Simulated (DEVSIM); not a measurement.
**abrupt Si p-n junction**

Device: abrupt Si p-n junction, at 300 K.

```tsv
layer (left to right)	material	thickness (μm)	Nd (cm⁻³)	Na (cm⁻³)	τn (s)	τp (s)
1	Si	26.0	-	1e19	8.7e-5	8.7e-5
2	Si	17.0	1.6e16	-	8.7e-5	8.7e-5
```

Left contact: ohmic. Right contact: ohmic. Voltage is applied to the left contact. Recombination: SRH at mid-gap, radiative, Auger. Mobility is μmin + (μ − μmin)/(1 + (N/Nref)^α).

Constants are typed, rounded textbook-type inputs, not results; the design itself was drawn at random and stands for no fabricated device. Values at 300 K.

| parameter | Si |
|---|---|
| gap (eV) | 1.124 |
| affinity (eV) | 4.05 |
| permittivity | 11.7 |
| Nc (cm⁻³) | 2.86e19 |
| Nv (cm⁻³) | 3.1e19 |
| μn (cm²/Vs) | 1417 |
| μp (cm²/Vs) | 470 |
| μn,min | 52 |
| μp,min | 45 |
| Nref,n | 9.7e16 |
| Nref,p | 2.2e17 |
| αn | 0.68 |
| αp | 0.72 |
| B (cm³/s) | 4.7e-15 |
| Cn (cm⁶/s) | 2.8e-31 |
| Cp (cm⁶/s) | 9.9e-32 |

Model (solved in DEVSIM): 1D drift-diffusion, Boltzmann statistics, complete ionisation; no tunnelling, impact ionisation, image-force lowering or self-heating.

- Potential step across the device at zero bias: 0.901 V
- Largest field in the device at zero bias: 180000 V/cm
- Dark forward voltage at 1 A/cm²: 0.664 V
- Dark forward voltage at 100 A/cm²: 0.814 V

Small-signal capacitance in reverse bias (quasi-static):

| V (V) | C (nF/cm²) |
|---|---|
| -0.2 | 36.7 |
| -0.5 | 32.0 |
| -1 | 27.1 |
| -1.5 | 24.0 |
| -2 | 21.7 |
| -3 | 18.6 |
| -4 | 16.6 |
| -5 | 15.1 |
| -6.5 | 13.4 |
| -8 | 12.3 |

Dark forward current:

(V (V), J (A/cm²)): (0.05, 8.2e-11); (0.10, 4.8e-10); (0.15, 2.9e-9); (0.20, 1.8e-8); (0.25, 1.2e-7); (0.30, 8.2e-7); (0.35, 5.7e-6); (0.40, 3.9e-5); (0.45, 0.00027); (0.50, 0.0019); (0.55, 0.013); (0.60, 0.089); (0.65, 0.60); (0.70, 3.8); (0.75, 19); (0.80, 74); (0.85, 220); (0.90, 560); (0.95, 1200); (1.00, 2100)
